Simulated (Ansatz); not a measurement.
Take GaSe in the beta-GaS type structure (space group P6_3/mmc, No. 194; a = 3.705 Å, c = 15.508 Å; layered, stacked along the Cartesian z axis) as the base.

Levels (all Ansatz, a first-principles code, PAW, earlier PAW set): PBEsol-D3(BJ) (420 eV, scalar-relativistic without spin-orbit coupling); HSE06 (420 eV, no spin-orbit coupling).

Its gap is 0.82 eV with PBEsol-D3(BJ) and 1.68 eV with HSE06.

One thing is altered: every Se is replaced by O; the structure is relaxed again.

With PBEsol-D3(BJ) the gap becomes 0.94 eV.

If the HSE06 correction stayed the same, what would the HSE06 gap be, and what does the HSE06 run give?

A rigid correction of +0.86 eV gives 1.80 eV. The HSE06 run gives 2.31 eV, so the correction itself changes by +0.51 eV.

Single points use the geometry relaxed with PBEsol-D3(BJ). HSE06 was sampled on its mesh, a few special points and the semilocal edge points, so its gap is an upper bound. Stability against distortions was not tested. As relaxed here, GaO is a hypothetical phase, not in the database extracts checked. The D3 term's C6 switches between coordination references near this geometry, which can add small steps to energies.
